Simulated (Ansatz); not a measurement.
**InP (space group P4_2/mnm, No. 136; a hypothetical phase, not in the database extracts checked)**

```
CELL_PARAMETERS angstrom
      7.27655     0.00000     0.00000
      0.00000     7.27655     0.00000
      0.00000     0.00000     4.21578
ATOMIC_POSITIONS crystal
  In 0.82186 0.17814 0.50000
  In 0.17814 0.82186 0.50000
  In 0.32186 0.32186 0.00000
  In 0.67814 0.67814 0.00000
  P  0.81951 0.81951 0.50000
  P  0.18049 0.18049 0.50000
  P  0.68049 0.31951 0.00000
  P  0.31951 0.68049 0.00000
```

All numbers come from plane-wave PAW DFT at the PBE level (Ansatz, a program for electronic structure, 420 eV), without spin-orbit coupling. Settings: 5×5×8 k-points, 0.05 eV Fermi–Dirac smearing.

* **Volume per atom**: 27.90 Å³
* **Density**: 4.34 g/cm³
* **Band gap**: 0.57 eV (uncertain: the edges found on the path are not clean extrema)
* **Total energy**: -3176.946 eV/atom (σ→0; compares only within this code and set-up)

Stability against distortions was not tested.
